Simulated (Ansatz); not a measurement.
# Pressure series in CsCl

The parent structure is CsCl in the CsCl type structure (space group Pm-3m, No. 221; a = 4.140 Å).

Cell and atoms are relaxed at each pressure.

The values are results of Ansatz (an electronic-structure program) r2SCAN, without spin-orbit coupling, not measurements.

Base values:

| Property | Value |
|---|---|
| Width of the top valence band | 1.06 eV |

Problem. The aim is a width of the top valence band between 1.91 eV and 2.06 eV. Which of these changes reaches it?
A. pressure 10 GPa
B. pressure 0.3 GPa
C. pressure 5 GPa
D. pressure 1.5 GPa
E. pressure 0.7 GPa

Solution. A, pressure 10 GPa. It gives 1.99 eV; pressure 1.5 GPa gives 1.25 eV; pressure 5 GPa gives 1.59 eV; pressure 0.3 GPa gives 1.10 eV; pressure 0.7 GPa gives 1.15 eV. Changes not listed may reach it too

The levels and masses belong to the bands next to the band gap. Load acts through the strain it causes; cell and atoms are relaxed under it. No phonon test of stability was made. No other phases were tried under pressure.
